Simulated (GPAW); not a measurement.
# σxx against uniaxial strain in fcc Rh (space group 225): C11 (GPAW, PBEsol)

```
Rh
1.0
    0.00000     1.89512     1.89512
    1.86669     0.00000     1.89512
    1.86669     1.89512     0.00000
Rh
1
Direct
  0.00000   0.00000   0.00000
```

Method: PBEsol, GPAW PAW datasets PBEsol (made by gpaw-setup) (plane waves; GPAW). Settings: mode = pw; ecut = 585 eV; xc = PBEsol; kpts = 40 40 40; mesh shift (steps) = 0 0 0; occupations.name = fermi-dirac; occupations.width = 0.05 eV; nbands = -9; convergence.density = 1e-06 e/electron; convergence.energy = 1e-06 eV/electron; symmetry.symmorphic = false; symmetry.tolerance = 0.0005; maxiter = 150. The cell above is the first row's. The rows stretch one cube axis (x) by the strain ε and hold the other two. Stress is positive in tension. In all rows the k mesh is held.

```
ε (%)  σxx (GPa)
-----  ---------
-1.5           ?
-1.0       -4.76
-0.5       -2.34
0.0         0.00
0.5         2.26
1.0         4.46
1.5         6.58
2.0         8.62
```

**Question.** Fit σxx against ε with a parabola, and predict the withheld value at ε = -1.5.

**Answer.** Least squares gives σxx = -0.001 + 4.6086·ε - 0.1486·ε². Residuals (row less fit): -0.002, 0.002, 0.001, -0.006, 0.001, 0.002, -0.002; standard error 0.004 (degrees of freedom: 4). The slope at ε = 0, 4.6086 GPa per cent, gives C11 ≈ 100 × 4.6086 = 461 GPa, for the static lattice. At the withheld row, σxx = -0.001 + 4.6086 × (-1.5) - 0.1486 × (-1.5)² = -7.248 GPa. The calculation gives -7.25 GPa, which the fit meets to the printed digits. The row lies outside the fitted rows, so this is an extrapolation. From the scatter of the fitted rows alone, a prediction at this place has a standard error of 0.007 GPa, so the miss is 0.3 times that.

Carrying the step between the two nearest rows on in a straight line would have given -7.18, off by 0.07; series whose last step already gives the withheld value aren't shown. The reference cell has the volume at which an earlier scan in this program and functional put its minimum by a fit. The unstrained cell stands at a pressure of 0.00 GPa, and the constants belong to that pressure. Spin polarisation is off. Without a gap such slopes are sensitive to mesh and smearing. Cutoffs and mesh are single choices, not tested for convergence of this quantity. Series with a scatter that would blur these digits, or in which a gap closes, are not shown. Strain series were run only where this level's volume lies within 10 % of a first guess from the measured size.
